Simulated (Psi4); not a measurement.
Psi4 1.11, B3LYP/def2-svp, scf_type pk: In(OH)2(OMe) (C[O][In]([OH])[OH]), 10 atoms. The geometry is a generated start, not checked to be a minimum at this level.

| Quantity | Value |
|---|---|
| task | energy |
| method | b3lyp |
| basis | def2-svp |
| memory | 7 GB |
| e_convergence | 1e-08 |
| d_convergence | 1e-07 |
| guess | auto, which took SAD (default) |
| diis_max_vecs | 10 (default) |
| scf_initial_accelerator | adiis (default) |
| dft_radial_points | 75 (default) |
| dft_spherical_points | 302 (default) |
| effective core potentials | those of the basis set, past Kr |
| basis functions | 107 |
| grid points | 216442 |

```xyz
10

In     0.2693     0.8924     0.4610
O      1.3024     2.5315     0.3406
H      1.8606     2.5369    -0.4343
O     -0.9910     0.6589     1.9235
H     -1.0366     1.4746     2.4213
O      0.5473    -0.5564    -0.8730
C     -0.3253    -1.6535    -0.9369
H     -1.2009    -1.4302    -1.5556
H      0.2403    -2.4708    -1.3966
H     -0.6661    -1.9833     0.0498
```

The reference run uses exact four-centre integrals (scf_type = pk). Each setting ran once; only counts and results are compared.

Measured:

```
setting                                               energy against the reference
----------------------------------------------------  ----------------------------
scf_type = cd, cholesky_tolerance = 1e-05                           −0.47 meV/atom
scf_type = cd, cholesky_tolerance = 0.0001 (default)                 −1.6 meV/atom
scf_type = cd, cholesky_tolerance = 0.001                            −9.1 meV/atom
scf_type = cd, cholesky_tolerance = 0.01                              −91 meV/atom
```

### Question
Estimate the difference from the reference for scf_type = cd, cholesky_tolerance = 1e-06.

### Answer
energy against the reference: −0.028 meV/atom. Total energies are compared; such shifts often cancel in part in energy differences.
